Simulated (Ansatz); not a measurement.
Take KCl in the rock salt structure (space group Fm-3m, No. 225) as the base.

```yaml
crystal:
  lattice:
    - [0.00000, 3.12135, 3.12135]
    - [3.12135, 0.00000, 3.12135]
    - [3.12135, 3.12135, 0.00000]
  atoms:
    - { symbol: K, position: [0.00000, 0.00000, 0.00000] }
    - { symbol: Cl, position: [0.50000, 0.50000, 0.50000] }
```

Cartesian axes are those of the cell as printed.

The values are results of PBEsol (Ansatz, a program for electronic structure; PAW; 420 eV plane waves; scalar-relativistic without spin-orbit coupling), not measurements.

For the base:

- Band gap = 5.10 eV

One thing is altered: the cell is stretched by 1.50 % along z with no lateral relaxation, atoms relaxed at fixed cell.

Problem. How does this affect the band gap?

Solution. The band gap decreases by 0.05 eV (5.10 eV → 5.05 eV).

The cells carry an imposed strain or load. Whether these cells are dynamically stable was not tested.
